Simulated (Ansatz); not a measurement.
A self-consistent single point of MgCo2O4 (P-3m1, 7 atoms in the cell) with Ansatz (an electronic-structure program).

Method: PBEsol, PAW files made with PBE (plane waves; Ansatz).

The change in words: lattice scaled by 0.98. Reference geometry:
```xyz
7
Lattice="3.0159 0.0000 0.0000 -1.5079 2.6118 0.0000 0.0000 0.0000 9.8809" Properties=species:S:1:pos:R:3 pbc="T T T"
Mg     0.0000     0.0000     4.9405
Co     0.0000     0.0000     2.2960
Co     0.0000     0.0000     7.5849
O      0.0000     1.7412     6.1717
O      1.5080     0.8706     3.7092
O      0.0000     1.7412     1.4993
O      1.5080     0.8706     8.3816
```
Moments meant for the start (each program seeds them in its own way; μB, in the order of the atoms Mg Co Co O O O O): 0.0 3.0 3.0 0.0 0.0 0.0 0.0.

Reference input (self-consistent single point, DFT, PBEsol, plane waves, PAW files made with PBE): basis.ecutwfc = 420 eV; kpoints.mp_grid.grid = 8 8 2; hamiltonian.xc = pbesol; hamiltonian.pseudopotentials = {kind: paw} (the program's default PAW files); magnetization.spin_polarized = true; scf.occupations.method = gaussian; scf.occupations.width = 0.136 eV. This run's input differs from it in these lines:

```diff
@@ -2,5 +2,5 @@
   lattice:
-    - [3.015900, 0.000000, 0.000000]
-    - [-1.507950, 2.611846, 0.000000]
-    - [0.000000, 0.000000, 9.880900]
+    - [2.955582, 0.000000, 0.000000]
+    - [-1.477791, 2.559609, 0.000000]
+    - [0.000000, 0.000000, 9.683282]
   atoms:
```

Log, with long lists cut:

```
SCF iter   1: F=—  HF=-14340.046486 eV  |F-HF|=—  |Δ(HF+E_count)|=         —  Δρ=2.33e-1 (↑8.97e-2 ↓2.33e-1)  dr2=3.02e1  dr2_m=1.44e1  M=2.002 μB ∫|m|=2.154 μB  β_m=0.30  ethr=3.10e-3  ⟨swp⟩=6.3  Hψ=7084  notcnv=0  defer=12
Mixer restart at iter 1: flushing history
all-band conjugate gradients solve this SCF's bands
preconditioner: auto → Kerker (q_TF=auto, 2.695 Å⁻¹)
   [... lines left out ...]
SCF iter  20: F=—  HF=-14340.095086 eV  |F-HF|=—  |Δ(HF+E_count)|=  1.06e-10  Δρ=1.22e-6 (↑1.22e-6 ↓1.01e-6)  dr2=4.02e-9  dr2_m=7.48e-11  M=-0.000 μB ∫|m|=0.000 μB  β_m=0.78  ethr=6.65e-12  ⟨swp⟩=9.1  Hψ=6522  notcnv=0
SCF iter  21: F=-14340.095086 eV  HF=-14340.095086 eV  |F-HF|=3.67e-10  |Δ(HF+E_count)|=  2.07e-10  Δρ=3.81e-7 (↑3.81e-7 ↓2.40e-7)  dr2=4.42e-10  dr2_m=9.00e-12  M=-0.000 μB ∫|m|=0.000 μB  ethr=5.91e-12  ⟨swp⟩=2.9  Hψ=3529  notcnv=0
SCF 1 converged in 21 iterations: F = -14340.095086 eV  dr2 = 4.42e-10
WARN: the starting moments were not kept: the SCF closed with an absolute magnetisation of 1.5e-5 μB, where they sum to 6 μB in size (2 sites) …
Magnetization: -0.0000 μB (34.0000 up, 34.0000 down)
   [... lines left out ...]
Absolute magnetization: 0.0000 μB (∫|ρ↑−ρ↓|, with the PAW one-centre terms)
Free energy (F): -14340.095086 eV
Fermi energy:    9.261901 eV
   [... lines left out ...]
  atom   7  O      0.00000000     0.00000000     0.42595127
--- Stress (GPa, compression-positive) ---
      -19.914959       0.000000      -0.000000
       -0.000000     -19.914959       0.000000
       -0.000000       0.000000      -5.213763
  P = ⅓ Tr σ = -15.0146 GPa (-150.146 kbar)
  The stress holds the Pulay correction. Without it, at fixed plane waves, as pw.x and ABINIT print it: P = -15.4758 GPa
```

The run converged in 21 iterations. Against the reference run the free energy goes down by 76.4 meV/atom, the pressure goes from -21.96 to -15.01 GPa and the largest force goes from 1.060 to 1.429 eV/Å.

The starting cell comes from a database of computed structures (which also holds hypothetical and non-ambient phases and stackings), without a prior relaxation at this level. For this run, on top of that: lattice scaled by 0.98. The starting moments vanished: the run ended non-magnetic, which need not be the lowest state. The program warned that a starting moment was not kept. With a pressure of about -15 GPa the cell is away from its equilibrium volume at this level. Forces in this geometry exceed 1 eV/Å. Ansatz's pressure includes its estimate of the finite-basis (Pulay) stress.

Keys are those of Ansatz 0.2.
